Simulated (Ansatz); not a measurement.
# HfGe2 (model structure, started from the AlB2 type, P6/mmm, No. 191, 3 atoms in the cell)

The numbers are results of PBEsol (Ansatz, a quantum-chemistry and plane-wave program, plane waves, PAW), not measurements.

Run with plane-wave cutoff 500 eV, 12×12×8 k mesh (along the axes of the cell as run), Fermi–Dirac smearing 0.05 eV, scalar-relativistic PAW data made under PBE.

Cell (relaxed at this level):

```
HfGe2
1.0
    4.34458     0.00000     0.00000
   -2.17229     3.76251     0.00000
    0.00000     0.00000     3.35366
Hf Ge
1 2
Cartesian
  0.00000   0.00000   0.00000
  0.00000   2.50834   1.67683
  2.17229   1.25417   1.67683
```

For HfGe2 (model structure, started from the AlB2 type, P6/mmm, No. 191, 3 atoms in the cell), the band gap is zero (no gap).

Note: the relaxation could raise the start's symmetry but not lower it, so the cell can be a saddle point.

Spin–orbit coupling is not included.

The computed numbers hold no vibrational or temperature effects.

A model structure was made by putting elements into a prototype or built by hand; it is no filed structure, need not be a known phase, and can be a saddle point held by its symmetry.
